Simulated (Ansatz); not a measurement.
Start from FeNi3 in the Cu3Au type structure (space group Pm-3m, No. 221; ferromagnetic; relaxed with 0.1 eV smearing).

```
CELL_PARAMETERS angstrom
      3.51430     0.00000     0.00000
      0.00000     3.51430     0.00000
      0.00000     0.00000     3.51430
ATOMIC_POSITIONS crystal
  Ni 0.00000 0.50000 0.50000
  Ni 0.50000 0.50000 0.00000
  Ni 0.50000 0.00000 0.50000
  Fe 0.00000 0.00000 0.00000
```

Cartesian axes are those of the cell as printed.

Computed with r2SCAN (Ansatz, an electronic-structure program; PAW; 500 eV plane waves; without spin-orbit coupling).

Now apply this change: an isotropic linear strain of −2.15 %, atoms relaxed at fixed cell.

Problem. Predict the stress tensor and what it implies for the stiffness.

Solution. Stress of the strained cell less that of the base (GPa, compression positive):
```
   16.0     0.0     0.0
    0.0    16.0     0.0
    0.0     0.0    16.0
```

Then B = −ΔP/(ΔV/V₀) with ΔV/V₀ = -0.0631 gives secant stiffness values (nonlinear terms included at this strain): B ≈ 254 GPa.

As a check, the harmonic strain energy −½ V₀ Δσ:ε is 35 meV/atom; the computed energy rise is 32 meV/atom.

The magnetic state is the one reached from the starting moments; the real material's order can differ, and small cells can't hold many antiferromagnetic ones. No phonon test of stability was made.
